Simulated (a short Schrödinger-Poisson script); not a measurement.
Stack: MOS inversion layer, SiO2 on p-type GaN, at 300 K.

```
layer  material  thickness (nm)  Na (cm⁻³)
-----  --------  --------------  ---------
1          SiO2               4          -
2           GaN            1700     1.3e17
```

Constants are typed, rounded textbook-type inputs, not results; the design itself was drawn at random and stands for no fabricated device. SiO2: permittivity 3.9, conduction-band edge (eV) 3.2, gap (eV) 9, electron mass (mₑ) 0.5. GaN: permittivity 9.5, conduction-band edge (eV) 0, gap (eV) 3.43, Nv at 300 K (cm⁻³) 4.6e19.

Channel valleys (confinement mass, in-plane density-of-states mass, number): Γ 0.2, 0.2, 1. At the gate the conduction-band edge of layer 1 lies 3.58 eV − eVg above the Fermi level of the channel; the field vanishes at the back. Gaps are held at their typed values at every temperature. Mesh 0.03 nm at interfaces.

Solved with a short Schrödinger-Poisson script written for these runs: 1D Poisson equation in equilibrium, electrons quantum, Hartree (BenDaniel-Duke, 12 states a valley, the channel's in-plane mass for all, wave functions free to enter the dielectric), parabolic valleys, classical holes, full ionisation, no traps, pinning or gate leakage.

The same stack at other levels of the model or other numerical settings:

```tsv
run	sheet density of all electrons at Vg = 3 V (cm⁻²)	sheet density of all electrons at Vg = 1.2 V (cm⁻²)	capacitance at Vg = 3 V (μF/cm²)	centroid of the channel electrons at Vg = 3 V (nm)	rough cost against the base
base	9.48e12	1.32e12	0.749	1.59	about 1
electrons treated as classical, Boltzmann	1.12e13	1.88e12	0.844	0.33	0.05
electrons treated as classical, Fermi-Dirac	9.97e12	1.66e12	0.758	1.07	0.3
electrons treated as quantum, Hartree plus LDA exchange-correlation	9.73e12	1.44e12	0.756	1.52	2
mesh six times as coarse	9.44e12	1.31e12	0.747	1.62	0.2
one subband a valley	9.47e12	1.32e12	0.747	1.55	0.5
```

The classical rows ignore confinement, and Boltzmann statistics overrate the density once the band edge passes the Fermi level.

In real p-type GaN the Mg acceptor is only partly ionised, and so wide a gap doesn't supply an inversion layer without source and drain.
